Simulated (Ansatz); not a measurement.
**CsSnI3, response to strain**

Base system: CsSnI₃ in the cubic perovskite structure (space group Pm-3m, No. 221).

```xyz
5
Lattice="6.0305 0.0000 0.0000 0.0000 6.0305 0.0000 0.0000 0.0000 6.0305" Properties=species:S:1:pos:R:3 pbc="T T T"
Cs     0.0000     0.0000     0.0000
Sn     3.0153     3.0153     3.0153
I      3.0153     0.0000     3.0153
I      0.0000     3.0153     3.0153
I      3.0153     3.0153     0.0000
```

Cartesian axes are those of the cell as printed.

Strains are applied to the cell and any free atomic positions relax.

The values are results of LDA (Ansatz, a quantum-chemistry and plane-wave program; PAW; 420 eV plane waves; without spin-orbit coupling), not measurements.

Candidates:
(a) uniaxial strain ε_zz = +1.20 %
(b) uniaxial strain ε_zz = +2.40 %
(c) uniaxial strain ε_zz = +1.80 %
(d) uniaxial strain ε_zz = +3.00 %
(e) uniaxial strain ε_zz = +0.60 %

Notes on the quantities. energy relative to the base: free energy F.

Order them by energy relative to the base, lowest first.

(e) uniaxial strain ε_zz = +0.60 % (+0.2 meV/atom), (a) uniaxial strain ε_zz = +1.20 % (+1.0 meV/atom), (c) uniaxial strain ε_zz = +1.80 % (+2.2 meV/atom), (b) uniaxial strain ε_zz = +2.40 % (+3.7 meV/atom), (d) uniaxial strain ε_zz = +3.00 % (+5.7 meV/atom)

Stability against distortions was not tested. The final runs are not spin-polarised. Many cubic perovskites are stable only at high temperature; tilts and polar distortions were not tested.
